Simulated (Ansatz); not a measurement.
Take TaC in the rock salt structure (space group Fm-3m, No. 225; a = 4.440 Å) as the base.

Computed with PBEsol in Ansatz (plane waves to 420 eV, PAW, spin-orbit coupling left out).

Before the change:

```
Quantity              Result
-------------------  -------
Lattice parameter a  4.440 Å
```

The change: a hydrostatic pressure of 9 GPa.

Problem. Estimate the effect on the lattice parameter a.

Solution. The lattice parameter a drops by 0.037 Å, from 4.440 Å to 4.403 Å.

Load acts through the strain it causes; cell and atoms are relaxed under it. Stability against distortions was not tested. Competing high-pressure phases were not computed. The final runs are not spin-polarised. An odd electron count without spin: TaC.

Ansatz is an electronic-structure program.
